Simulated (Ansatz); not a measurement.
Abridged Ansatz (an electronic-structure program) output:

```
Relaxation: its limit of steps is 50 (relax.max_steps)
Pseudopotential: Al, paw, valence charge 3
Crystal: 1 atoms, lattice volume = 18.030 Å³
Basis set: ecut = 420 eV, 339 PW (Γ), exchange–correlation on 40×40×40 points (8 copies of the dense FFT grid, shifted against one another)
Bands: 6, of which v1, the nominal top of the filled ones, is band 2 counted from 1 (1 counted from 0)
Symmetry: 48 space group operations
k-points: 624 of 21952
Functional: x = pbe(κ = 0.804, μ = 0.2195149727645171), c = pbe(β = 0.06672455060314922)
SCF iter   1: F=—  HF=-537.479791 eV  |F-HF|=—  |Δ(HF+E_count)|=         —  Δρ=3.96e-4  dr2=1.40e-5  ethr=1.77e-3  ⟨swp⟩=4.7  Hψ=31919  notcnv=0
SCF iter   2: F=—  HF=-537.479840 eV  |F-HF|=—  |Δ(HF+E_count)|=   4.96e-5  Δρ=1.99e-4  dr2=3.45e-6  ethr=4.67e-7  ⟨swp⟩=2.0  Hψ=9656  notcnv=0
SCF 1 converged in 6 iterations: F = -537.479847 eV  dr2 = 1.77e-13
relax step   1: F+E_penalty+E_count = -537.47984704 eV  Δ(F+E_penalty+E_count) = +0.000e0 eV  max|allowed force component| = 0.000e0 eV/Å  Δτ_max = 0.0000 Å  (6 SCF iters, accepted)
SCF converged after 6 iterations
Free energy (F): -537.479847 eV
Internal energy: -537.465050 eV  (E = F + TS)
E sigma→0 (E₀):  -537.472448 eV
Entropy (-TS):   -0.014797 eV (-14.797 meV/atom)
Fermi energy:    7.042590 eV
--- Forces (eV/Å), atoms counted from 1 ---
  atom   1  Al    -0.00000000     0.00000000    -0.00000000
--- Stress (GPa, compression-positive) ---
       -5.581333      -0.000000      -0.000000
       -0.000000      -5.581333       0.000000
       -0.000000       0.000000      -5.581333
  P = ⅓ Tr σ = -5.5813 GPa (-55.813 kbar)
--- Relaxed structure (1 steps of the walk, 1 accepted, 0 SCFs on fresh bases) ---
  atoms:
    - { symbol: Al, position: [0.0, 0.0, 0.0] }
```

Question: What was computed, and what are the main results?

Answer: Al, 1 atom in the cell, with PBE/PAW in Ansatz, scalar-relativistic without spin-orbit coupling. The last SCF converged to F = -537.479847 eV, or -537.4798 eV per atom, at a pressure of -5.58 GPa. The total energy compares only with runs of the same code, potentials and settings.

The cells carry an imposed strain or load. No phonon test of stability was made. The cell was made from Al in the fcc (Cu type) structure (space group Fm-3m, No. 225) by this change: isotropic strain +3.00 %.

Keys are those of Ansatz 0.2.
